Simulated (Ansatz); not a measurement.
System: fluorite AuAl2. Method: PBE (PAW; Ansatz, a program for electronic structure).

Run with plane-wave cutoff 520 eV, 12×12×12 k mesh, Fermi–Dirac smearing 0.1 eV, perturbation theory, force constants from a 4×4×4 q mesh, scalar-relativistic PAW data made under PBE.

Computed at the level's own relaxed cell. Harmonic vibrational thermodynamics at fixed volume:

```csv
T (K),S_vib (J/K per mol of atoms),C_V (J/K per mol of atoms),F_vib (eV/atom)
0,0.00,0.00,0.0358
100,10.17,13.79,0.0317
200,22.43,20.89,0.0145
400,38.11,23.81,-0.0497
500,43.47,24.20,-0.0921
600,47.90,24.43,-0.1395
700,51.68,24.56,-0.1912
```

The crystal is taken as a harmonic solid at every temperature: melting, phase changes and thermal expansion are not seen, nor the electrons' share in a metal.
